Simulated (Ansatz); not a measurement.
## LaScO3 (Pnma, No. 62)

These are PBEsol (PAW; Ansatz, a first-principles code) values and carry that method's errors.

Settings: plane-wave cutoff 520 eV, 6×4×6 k mesh (along the axes of the cell as run), Fermi–Dirac smearing 0.01 eV, scalar-relativistic PAW data made under PBE.

Cell: relaxed at this level.

```
Item        Value
--------  -------
band gap  3.93 eV
```

Spin–orbit coupling is not included.

Computing time: roughly 8 core-minutes.
